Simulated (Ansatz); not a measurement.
The (000-1) surface of wurtzite ZnO, O-terminated, 2x2 with 2 F on 4 top atoms (bottom of the slab: 2 H on 4 bottom sites)

The numbers are results of r2SCAN, at the PBE geometry (plane waves to 500 eV, PAW; Ansatz, a program for electronic structure), not measurements.

Model: 44-atom slab, 14.0 Å thick at the start with caps and adatoms, 4x4x1 mesh, Fermi-Dirac 0.025 eV, dipole correction, single point; no symmetry held, on the structure that PBE left; no spin, no spin-orbit, no U. It is one candidate, not shown to be the stable structure of the face.

```json
{
  "gap_of_the_slab_on_its_k_mesh": "0.69 eV",
  "highest_filled_level_below_the_top_vacuum_level": "6.44 eV",
  "cost": "very roughly 15 core-minutes"
}
```
